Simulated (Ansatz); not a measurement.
Symmetric slabs, relaxed from ideal cuts in 1x1 cells, of elemental solids: work function (eV) by functional, in Ansatz (plane waves, PAW). All structures are PBE's; the other columns are single points with references at the same level. No spin-orbit coupling, Hubbard U or dispersion.

```tsv
system	PBE	LDA	PBEsol	RPBE	r2SCAN
fcc Sr (320), ideal cut with outer spacing 0.84 Å	2.55	2.69	(withheld)	2.47	(withheld)
hcp Tl (30-32), ideal cut with outer spacing 0.97 Å	3.51	3.85	3.61	3.35	3.53
hcp Ti (20-23), ideal cut with outer spacing 0.16 Å	3.73	3.95	3.80	3.60	3.73
beta tin (321), ideal cut with outer spacing 0.37 Å	4.21	4.47	(withheld)	4.11	(withheld)
hcp Ti (30-32), ideal cut with outer spacing 0.80 Å	3.94	4.16	4.01	3.82	(withheld)
bcc Rb (321), ideal cut with outer spacing 1.52 Å	2.21	2.36	2.23	2.13	2.18
hcp Re (20-23), ideal cut with outer spacing 0.16 Å	4.78	5.08	4.89	4.64	4.82
hcp Zn (31-43), ideal cut with outer spacing 0.10 Å	4.16	4.46	4.25	4.02	4.24
fcc Pt (331), ideal cut with outer spacing 0.91 Å	5.33	5.72	5.45	5.17	5.35
fcc Pt (332), ideal cut with outer spacing 0.42 Å	5.53	5.92	5.66	5.37	5.59
bcc Ta (321), ideal cut with outer spacing 0.89 Å	4.16	4.42	4.24	4.03	4.17
fcc Au (321), ideal cut with outer spacing 0.56 Å	5.00	5.41	5.12	(withheld)	5.00
```

Some entries are withheld; supply them.


- fcc Sr (320), ideal cut with outer spacing 0.84 Å, PBEsol: 2.59
- fcc Sr (320), ideal cut with outer spacing 0.84 Å, r2SCAN: 2.57
- beta tin (321), ideal cut with outer spacing 0.37 Å, PBEsol: 4.29
- beta tin (321), ideal cut with outer spacing 0.37 Å, r2SCAN: 4.39
- hcp Ti (30-32), ideal cut with outer spacing 0.80 Å, r2SCAN: 3.97
- fcc Au (321), ideal cut with outer spacing 0.56 Å, RPBE: 4.82

The rows are a random draw from the class, without slabs that broke up, higher cuts of a face and adsorbates that left their site. Mean shift from PBE over these rows: LDA 0.28 eV (from 0.13 to 0.41, 12 rows); PBEsol 0.08 eV (from 0.01 to 0.13, 12 rows); RPBE -0.13 eV (from -0.18 to -0.08, 12 rows); r2SCAN 0.04 eV (from -0.03 to 0.18, 12 rows).

Ansatz is a first-principles code.
